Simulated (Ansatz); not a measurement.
Effect of x(Be) = 0.5, 4 atoms, Imma on Ba

Start from Ba in the bcc (W type) structure (space group Im-3m, No. 229; a = 5.069 Å).

The other end (x = 1) is Be in the bcc (W type) structure (space group Im-3m, No. 229; a model cell, its experimental status unchecked): 7.81 Å³/atom, gap zero; this end may not be an ambient phase.

Modification: a fraction x = 0.5 of the Ba sites is given to Be, ordered in a cell of 4 atoms (starting symmetry Imma) and fully relaxed.

The values are results of r2SCAN (Ansatz, an electronic-structure program; PAW; 500 eV plane waves; no SOC), not measurements. Γ-centred 14×14×14 mesh, Fermi–Dirac width 0.05 eV, for the changed cell.

| quantity | base | changed | shift |
|---|---|---|---|
| volume per atom | 65.11 Å³ | 28.39 Å³ | -36.72 Å³ |
| density | 3.50 g/cm³ | 4.28 g/cm³ | +0.78 g/cm³ |
| shortest interatomic distance | 4.390 Å | 2.136 Å | -2.2535 Å |
| band gap | zero | zero | – |
| mixing energy (to 0.01 eV only: unlike meshes or grids) (against an end that may be hypothetical) | – | +0.34 eV/atom | – |
| deviation of the volume from the linear (Vegard-type) interpolation | – | -22.1 % | – |

Each cell is one ordered arrangement of few atoms, which overstates ordering effects compared with a random alloy. Whether these cells are dynamically stable was not tested. Under x(Be) = 0.5, 4 atoms, Imma the cell changed shape so far that it is another structure. This is not the structure that Be has at room temperature and ambient pressure.
